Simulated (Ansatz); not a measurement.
Take AlN in the wurtzite structure (space group P6_3mc, No. 186) as the base.

Space group P6₃mc (No. 186); a = b = 3.1302 Å, c = 5.0180 Å, α = β = 90.00°, γ = 120.00°

```tsv
atom	site	symmetry	x	y	z
Al	2b	3m.	0.3333	0.6667	0.0002
N	2b	3m.	0.3333	0.6667	0.3818
```

The values are results of Ansatz (a first-principles code), PBE, PAW, cutoff 420 eV, spin-orbit coupling left out, not measurements.

One change was made to it. Results:

```tsv
quantity	base	after
valence-band top at Γ (three highest levels, from the VBM)	0.00, -0.20, -0.20 eV	0.00, -0.37, -0.37 eV
band gap	4.03 eV	5.06 eV
shortest interatomic distance	1.902 Å	1.826 Å
c/a ratio	1.603	1.585
```

Problem. Name the change that was made.
A. pressure 30 GPa
B. pressure −1 GPa
C. pressure 4.5 GPa
D. pressure 15 GPa

Solution. A, pressure 30 GPa. For comparison, the band gap in the other runs: pressure 15 GPa gives 4.60 eV; pressure −1 GPa gives 3.99 eV; pressure 4.5 GPa gives 4.22 eV.

Load acts through the strain it causes; cell and atoms are relaxed under it. No phonon test of stability was made. Measured, AlN leaves this structure (for rock salt) near 14 GPa (temperature not stated; as listed in Datta, Sujoy, Jana, Debnarayan, arXiv (2020)), on rising pressure, with hysteresis.
